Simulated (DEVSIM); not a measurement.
Structure: Mo/SiO2/p-InP capacitor, at 300 K.

Layer 1 from the left is SiO2, thickness (nm) 2.00. Layer 2 from the left is InP, thickness (nm) 14000, Na (cm⁻³) 2e15.

Metal gate on the left, work function 4.6 eV. Fixed charge at the semiconductor interface 9.5e11 cm⁻² (in units of +e); no interface traps.

The device is made up for the run: typed textbook-type constants, with dimensions and the other settings drawn at random. Values at 300 K.

SiO2: gap (eV) 9, affinity (eV) 0.9, permittivity 3.9. InP: gap (eV) 1.344, affinity (eV) 4.38, permittivity 12.5, Nc (cm⁻³) 5.7e17, Nv (cm⁻³) 1.1e19.

Problem. Estimate by hand the flat-band voltage, the threshold voltage, and compare with a numerical solution.

Solution. 
- Flat-band voltage: C = 1.73 μF/cm², work-function difference -0.901 V; VFB = φms − qNf/C = -0.99 V; numerical -0.99 V.
- Threshold voltage: φF = 0.488 V, depletion charge √(4εqNφF) = 2.63e-8 C/cm²; VT = VFB + 2φF + Qd/C = 0.00 V; numerical 0.00 V.

Simulated with DEVSIM: 1D Poisson equation in equilibrium, Boltzmann statistics, complete ionisation; no quantum confinement or tunnelling. Metal contacts follow the ideal Schottky-Mott rule: no Fermi-level pinning, no interface dipoles.
